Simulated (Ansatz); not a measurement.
# A constructed model of the (111)B surface of zinc-blende GaAs, As-terminated, 2x2 Mg adatom at H3 (bottom of the slab: 3 H on 4 bottom sites)

These are PBE (plane waves to 420 eV, PAW; Ansatz, an electronic-structure program) values and carry that method's errors.

Model: 36-atom slab, 13.7 Å thick at the start with caps and adatoms (thin: gaps and levels are the slab's own), 3x3x1 mesh, Fermi-Dirac 0.025 eV, dipole correction, 8 atoms held, the rest relaxed; symmetry of the start imposed; spin-polarised, ending with about 0.6 μB a cell, a value that depends on the mesh; orders that need a larger cell were not tried, no spin-orbit, no U. The slab shows no gap on its mesh. In PBE it is, or lies within 0.01 eV a 1x1 cell of, the lowest of the 2 structures of its composition computed so far; subsurface sites and larger cells were not tried.

The work function of the top face is 4.26 eV and the energy released by relaxation comes out as 0.65 eV. The cost is about 40 core-minutes (a rough figure).
